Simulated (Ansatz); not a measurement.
# A computed series for KI: response to strain

Start from KI in the rock salt structure (space group Fm-3m, No. 225; a = 7.007 Å). Axes: x, y, z lie along the cube axes.

Strains are applied to the cell and any free atomic positions relax; under stress the whole cell relaxes.

The values are results of PBEsol (Ansatz, a first-principles code; PAW; 420 eV plane waves; spin-orbit coupling left out), not measurements.

Candidates:
(a) isotropic strain −1.03 %
(b) uniaxial strain ε_yy = −4.24 %
(c) uniaxial stress, 1 GPa compression along z

Notes on the quantities. energy relative to the base: free energy F.

Q: Order them by energy relative to the base, lowest first.

A: (a) isotropic strain −1.03 % (+1.6 meV/atom), (c) uniaxial stress, 1 GPa compression along z (+3.6 meV/atom), (b) uniaxial strain ε_yy = −4.24 % (+8.9 meV/atom)

Beyond what the load breaks, stability against distortions was not tested.
